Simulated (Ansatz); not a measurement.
# Input and output of a self-consistent single point for SrHI (P4mm, 6 atoms in the cell) (Ansatz)

Method of the run: PBEsol, default PAW files made with PBE (plane waves; Ansatz, a program for electronic structure).

This input was run:

Ansatz 0.2 input:
```yaml
crystal:
  lattice:
    - [4.302439, 0.000000, 0.000000]
    - [0.000000, 4.302439, 0.000000]
    - [0.000000, 0.000000, 9.125103]
  atoms:
    - { symbol: Sr, position: [0.000000, 0.500000, 0.150159] }
    - { symbol: Sr, position: [0.500000, 0.000000, 0.855320] }
    - { symbol: H, position: [0.500000, 0.500000, 0.000000] }
    - { symbol: H, position: [0.000000, 0.000000, 0.000000] }
    - { symbol: I, position: [0.000000, 0.500000, 0.684770] }
    - { symbol: I, position: [0.500000, 0.000000, 0.315230] }
basis:
  ecutwfc: 420.0
kpoints:
  mp_grid: { grid: [6, 6, 3] }
hamiltonian:
  xc: pbesol
  pseudopotentials: { kind: paw }
scf:
  occupations: { method: fixed }
output:
  forces: true
  eigenvalues: true
  stress: true
```

Log, with long lists cut:

```
WARN ansatz: RAYON_NUM_THREADS=1 ignored (pool sized by the plan → 1); use --threads N
Pseudopotentials: kind: paw
Pseudopotential: Sr, paw, valence charge 10
Pseudopotential: H, paw, valence charge 1
Pseudopotential: I, paw, valence charge 17
Crystal: 6 atoms, lattice volume = 168.915 Å³
Basis set: ecut = 420 eV, 3263 PW (Γ), exchange–correlation on 60×60×128 points (8 copies of the dense FFT grid, shifted against one another)
Bands: 34, of which v1, the nominal top of the filled ones, is band 28 counted from 1 (27 counted from 0)
Symmetry: 8 space group operations
Space group: P4mm (ITA 99), of the structure as read, at distance tolerance 5.5e-5 Å
k-points: 20 of 108 (time reversal used)
PAW frozen core: Sr, regenerated for the run's functional, and the local potential with it
PAW frozen core: I, regenerated for the run's functional, and the local potential with it
Initial density: superposition of atomic densities (neutral atoms: chi_scale 0, normalization atom), corrected by the library's trained network
Initial wavefunctions: pseudopotential atomic-orbital guess
Eigensolver: davidson
Functional: x = pbesol(κ = 0.804, μ = 0.12345679012345678), c = pbesol(β = 0.046)
SCF iter   1: F=—  HF=-21887.460983 eV  |F-HF|=—  |Δ(HF+E_count)|=         —  Δρ=4.23e-3  dr2=3.11e-2  ethr=1.77e-3  ⟨swp⟩=6.9  Hψ=2802  notcnv=0  defer=75
all-band conjugate gradients solve this SCF's bands
preconditioner: auto → Resta (q_TF=auto, 2.270 Å⁻¹)
SCF iter   2: F=—  HF=-21887.455678 eV  |F-HF|=—  |Δ(HF+E_count)|=   5.30e-3  Δρ=1.89e-3  dr2=5.48e-3  ethr=5.54e-5  ⟨swp⟩=3.1  Hψ=1281  notcnv=0  defer=80
SCF iter   3: F=—  HF=-21887.455089 eV  |F-HF|=—  |Δ(HF+E_count)|=   5.88e-4  Δρ=3.08e-4  dr2=2.45e-4  ethr=9.78e-6  ⟨swp⟩=3.0  Hψ=892  notcnv=0  defer=80
SCF iter   4: F=—  HF=-21887.455153 eV  |F-HF|=—  |Δ(HF+E_count)|=   6.33e-5  Δρ=1.19e-4  dr2=2.06e-5  ethr=4.38e-7  ⟨swp⟩=2.6  Hψ=1081  notcnv=0  defer=80
SCF iter   5: F=—  HF=-21887.455158 eV  |F-HF|=—  |Δ(HF+E_count)|=   5.85e-6  Δρ=1.96e-5  dr2=7.75e-7  ethr=3.68e-8  ⟨swp⟩=2.4  Hψ=965  notcnv=0  defer=80
SCF iter   6: F=-21887.455159 eV  HF=-21887.455159 eV  |F-HF|=9.95e-8  |Δ(HF+E_count)|=   9.29e-7  Δρ=5.93e-6  dr2=6.71e-8  ethr=1.79e-10  ⟨swp⟩=18.9  Hψ=5243  notcnv=0
SCF 1 converged in 6 iterations: F = -21887.455159 eV  dr2 = 6.71e-8
SCF converged after 6 iterations
Free energy (F): -21887.455159 eV
Harris-Foulkes:  -21887.455159 eV  (|F-HF|=9.95e-8)
Internal energy: -21887.455159 eV  (E = F + TS)
E sigma→0 (E₀):  -21887.455159 eV
Fermi energy:    4.594031 eV
--- Per-component energies (eV) ---
  E_band       = -999.404797
  E_kinetic    = 892.894527
  E_local      = -5584.971291  (includes V_loc(G=0)·N_el)
  E_nonlocal   = 232.060891
  E_hartree    = 2491.671416
  E_xc         = -614.773030
  E_vxc        = -602.212939  (∫ρ·V_xc dr)
  E_paw        = -14764.110403  (= ΣΔE_a)
  E_vpaw       = -920.523361  (= ΣTr[D̂ρ^β])
  E_aug_tail   = -0.002188  (compensation charges beyond the density's cutoff)
  E_ewald      = -4541.318061
  E_core_change = 1.092979  (= ΣΔE_core)
  E_smearing   = -0.000000  (= −TS)
  E_closure    = 0.000000  (closes the sum)
  Σ components = -21887.455159   (vs F -21887.455159, Δ=0.00e0)
--- Forces (eV/Å), atoms counted from 1 ---
  atom   1  Sr     0.00000000     0.00000000    -0.20041616
  atom   2  Sr    -0.00000000     0.00000000     0.05102570
  atom   3  H     -0.00000000     0.00000000     0.05248107
  atom   4  H     -0.00000000     0.00000000     0.05248107
  atom   5  I     -0.00000000     0.00000000     0.11485239
  atom   6  I      0.00000000     0.00000000    -0.07038417
  max |Σ_I F_I| component: 3.99e-5 eV/Å
--- Stress (GPa, compression-positive) ---
       -1.764072       0.000000       0.000000
        0.000000      -1.764072       0.000000
        0.000000       0.000000      -1.378089
  P = ⅓ Tr σ = -1.6354 GPa (-16.354 kbar)
  The stress holds the Pulay correction. Without it, at fixed plane waves, as pw.x and ABINIT print it: P = -1.6650 GPa
--- Band table (eV; the first three rows and the last of 20) ---
  k-point 0: bands = ["-38.9038", "-38.9000", "-38.8878", "-38.8878", "-38.8828", "-38.8059", "-38.8025", "-38.7930", "-38.7930", "-38.7888", "-29.0447", "-28.9668", "-11.1969", "-11.0366", "-11.0366", "-11.0317", "-10.9294", "-10.9294", "-6.8203", [...]
  k-point 1: bands = ["-38.9038", "-38.9000", "-38.8878", "-38.8878", "-38.8828", "-38.8059", "-38.8025", "-38.7930", "-38.7930", "-38.7888", "-29.0447", "-28.9668", "-11.1959", "-11.0366", "-11.0366", "-11.0330", "-10.9294", "-10.9294", "-6.7980", [...]
  k-point 2: bands = ["-38.9038", "-38.8999", "-38.8878", "-38.8878", "-38.8828", "-38.8060", "-38.8024", "-38.7930", "-38.7930", "-38.7888", "-29.0431", "-28.9658", "-11.1860", "-11.1049", "-11.0298", "-11.0054", "-10.9666", "-10.9293", "-6.7522", [...]
  k-point 19: bands = ["-38.9040", "-38.8993", "-38.8879", "-38.8879", "-38.8826", "-38.8062", "-38.8018", "-38.7931", "-38.7931", "-38.7886", "-29.0331", "-28.9578", "-11.1789", "-11.1789", "-11.0972", "-11.0280", "-11.0200", "-11.0200", "-6.4827", [...]
```

The run converged in 6 iterations.

The starting cell comes from a database of computed structures (which also holds hypothetical and non-ambient phases and stackings), without a prior relaxation at this level. Its lattice was rescaled by up to half a per cent. One atom was moved a little off its site on purpose. Spin-orbit coupling is off. Ansatz's pressure includes its estimate of the finite-basis (Pulay) stress. Another mesh or the band path of this cell gives a smaller gap, so this value is not converged in the mesh.
